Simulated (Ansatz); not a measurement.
SrWO4 (I4₁/a, No. 88; cell taken from a computed entry) was calculated with r²SCAN (Ansatz, an electronic-structure program, PAW).

Settings: plane-wave cutoff 560 eV, 10×10×10 k mesh, Fermi–Dirac smearing 0.01 eV, no spin polarisation, scalar-relativistic PAW data made under PBE.

Cell (relaxed with PBEsol):

```
CELL_PARAMETERS angstrom
     -2.70238     2.70238     5.91806
      2.70238    -2.70238     5.91806
      2.70238     2.70238    -5.91806
ATOMIC_POSITIONS crystal
  Sr 0.75000 0.25000 0.50000
  Sr 0.00000 0.00000 0.00000
  W  0.25000 0.75000 0.50000
  W  0.50000 0.50000 0.00000
  O  0.43991 0.81918 0.09208
  O  0.56918 0.97710 0.87927
  O  0.72710 0.34783 0.90792
  O  0.09783 0.68991 0.12073
  O  0.31009 0.43082 0.40792
  O  0.18082 0.27290 0.62073
  O  0.02290 0.90217 0.59208
  O  0.65217 0.56009 0.37927
```

### Question
Estimate the band gap that the calculation returns.

### Answer

* **band gap**: 4.91 eV

Note: cell and atoms aren't relaxed at this level (largest force component 0.19 eV/Å, pressure 0.5 GPa); this cell isn't known to be the ambient phase, and symmetry holds it in the calculation.

Spin–orbit coupling is not included.

Static lattice: no zero-point or thermal effects.
